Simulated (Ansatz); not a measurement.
The starting structures come from a database of crystals and need not be the phases stable at ambient conditions.

By LDA, the system below comes out a metal.

A figure of merit of an interconnect metal is its ballistic conductance per area.

Here is the system:

```
Pt
1.0
    4.48085     0.00000     0.00000
   -2.24043     3.88053     0.00000
    2.24043     1.29351     0.91465
Pt
1
Direct
  0.00000   0.00000   0.00000
```

Space group of this cell: Im-3m, bcc (W type). The cell is taken as given; by LDA its mean pressure is -15.9 GPa.

The current flows along the normal of the first two printed cell vectors, the (111) plane of the conventional cell. No spin-orbit coupling; the value is a mean over 0.1 eV about the Fermi level.

Task: Compute, with LDA (Ansatz, an electronic-structure program), the ballistic conductance per area.

Result: 1.7 × 10¹⁵ S/m² for both spins.
